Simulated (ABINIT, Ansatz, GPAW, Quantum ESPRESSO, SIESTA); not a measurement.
Code comparison for CaC₂ (Pnnm, 6 atoms in the cell)

Self-consistent single point.

```
CaC2
1.0
    4.40723     0.00000     0.00000
    0.00000     5.90435     0.00000
    0.00000     0.00000     3.89734
Ca C
2 4
Direct
  0.00000   0.00000   0.00000
  0.50000   0.50000   0.50000
  0.88666   0.56447   0.00000
  0.11334   0.43553   0.00000
  0.38666   0.93553   0.50000
  0.61334   0.06447   0.50000
```

Shared settings, as Ansatz (a first-principles code) writes them: kpoints.mp_grid.grid = 1 1 1; scf.occupations.method = fixed. Potentials and cutoffs stand in the table.

```json
[
 {"code": "Ansatz", "model": "LDA (PW92), PAW files made with PBE", "pressure (GPa)": "5.20", "largest force (eV/Å)": "3.132", "cutoff": "default"},
 {"code": "ABINIT", "model": "LDA (PW92), norm-conserving pseudopotentials (PseudoDojo nc-sr-04 LDA standard)", "pressure (GPa)": "5.58", "largest force (eV/Å)": "2.930", "cutoff": "82 Ry"},
 {"code": "SIESTA", "model": "LDA PW92, numerical atomic orbitals TZP, PseudoDojo LDA standard norm-conserving potentials (rewritten from UPF to PSML)", "pressure (GPa)": "9.91", "largest force (eV/Å)": "1.702", "cutoff": "grid 350 Ry"},
 {"code": "GPAW", "model": "LDA (Perdew-Wang 92), GPAW PAW datasets LDA (gpaw-data 1.0.1)", "pressure (GPa)": "–", "largest force (eV/Å)": "3.064", "cutoff": "900 eV"},
 {"code": "Quantum ESPRESSO", "model": "LDA (PZ), GBRV 1.5 ultrasoft (LDA) pseudopotentials", "pressure (GPa)": "5.42", "largest force (eV/Å)": "2.994", "cutoff": "40 Ry"}
]
```

A dash marks a value that a program does not give, or that is left out as unsure.

The spread over the programs that give each value: pressure within 4.71 GPa; largest force within 1.430 eV/Å.

SIESTA uses small atom-centred bases, whose incompleteness enters pressures, forces and empty levels differently from a plane-wave cutoff. Ansatz's pressure is given at a fixed set of plane waves, as the other plane-wave codes print theirs; with its correction for the finite basis it is 5.36 GPa. The pressure of GPAW is left out: its cutoff lies under the one at which its stress was checked. The same LDA comes in different parametrisations, which differ slightly. In the pressure, SIESTA (by 4.50) lies more than 1 GPa from the median of the plane-wave programs. In the force vectors, Ansatz (by 0.110), ABINIT (by 0.106) and SIESTA (by 1.801) lie more than 0.08 eV/Å from the median of the plane-wave programs.

On the base mesh (4 3 5) the same programs gave: Ansatz pressure -5.48 GPa, gap on the mesh 2.733 eV; Quantum ESPRESSO pressure -5.20 GPa, gap on the mesh 2.743 eV; ABINIT pressure -5.10 GPa; SIESTA pressure 1.37 GPa.

The values differ from the base mesh's, so the mesh still matters here: the table compares the programs at equal settings.

The starting cell comes from a database of computed structures (which also holds hypothetical and non-ambient phases and stackings), without a prior relaxation at this level.

Left out of this page: CP2K (on another mesh).

Keys are those of Ansatz 0.2.
